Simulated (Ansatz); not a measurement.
# Ta₂O₅ (within 0.1 Å of Cmmm, No. 65, 7 atoms in the cell; start mp-1238961)

These are LDA in Ansatz (plane waves, PAW) values and carry that method's errors.

Settings: plane-wave cutoff 520 eV, 10×10×6 k mesh (along the axes of the cell as run), Fermi–Dirac smearing 0.01 eV, scalar-relativistic PAW data made under PBE.

Cell (relaxed at this level):

```xyz
7
Lattice="3.8102 0.0000 -0.0301 0.0000 3.8372 0.0000 -1.8552 0.0000 6.4748" Properties=species:S:1:pos:R:3 pbc="T T T"
Ta     0.9919     0.0000     5.1112
Ta     0.9630     0.0000     1.3336
O      0.9918     1.9186     5.1632
O      0.9631     1.9186     1.2816
O     -0.9093     0.0000     5.6324
O      2.8642     0.0000     0.8124
O      0.9775     0.0000     3.2224
```

| Quantity | Value |
|---|---|
| band gap | 2.14 eV (on the SCF k mesh) |
| bulk modulus B0 | 240 GPa |

Note: the bulk modulus is −V dP/dV from two relaxed cells at ±2 % in volume.

Spin–orbit coupling is not included.

Static lattice: no zero-point or thermal effects.

Computing time: roughly 5 core-minutes.

A start named mp-… is a Materials Project structure, which need not be a measured phase.

Ansatz is a quantum-chemistry and plane-wave program.
